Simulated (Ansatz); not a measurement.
Start from LiTaO₃ (space group R3c, No. 161; a = 5.1910 Å, c = 13.9143 Å (hexagonal axes)).

Structures relaxed with Ansatz (a quantum-chemistry and plane-wave program) PBE, scalar-relativistic without spin-orbit coupling, earlier PAW set.

Base:

Simulated powder pattern, Cu Kα1, λ = 1.54056 Å (kinematic, ideal powder, no thermal factors, no anomalous dispersion; the 8 strongest lines at most, above 2 %, up to 2θ = 90°):

| 2θ (°) | I/Imax (%) | hkl |
|---|---|---|
| 23.54 | 100 | (012) |
| 32.52 | 42 | (104) |
| 34.53 | 30 | (110) |
| 42.22 | 17 | (202) |
| 48.16 | 18 | (024) |
| 52.90 | 27 | (116) |
| 55.64 | 19 | (122) |
| 60.60 | 16 | (214) |

Perturbation: a negative pressure, −1 GPa.

### Question
Where do the lines fall after the change?

### Answer

Simulated powder pattern, Cu Kα1, λ = 1.54056 Å (kinematic, ideal powder, no thermal factors, no anomalous dispersion; the 8 strongest lines at most, above 2 %, up to 2θ = 90°):

| 2θ (°) | I/Imax (%) | hkl |
|---|---|---|
| 23.47 | 100 | (012) |
| 32.44 | 42 | (104) |
| 34.41 | 30 | (110) |
| 42.08 | 17 | (202) |
| 48.01 | 18 | (024) |
| 52.75 | 27 | (116) |
| 55.44 | 19 | (122) |
| 60.40 | 16 | (214) |

The indices refer to the base's conventional cell; one index is shown for lines that coincide.

Load acts through the strain it causes; cell and atoms are relaxed under it. Whether these cells are dynamically stable was not tested.
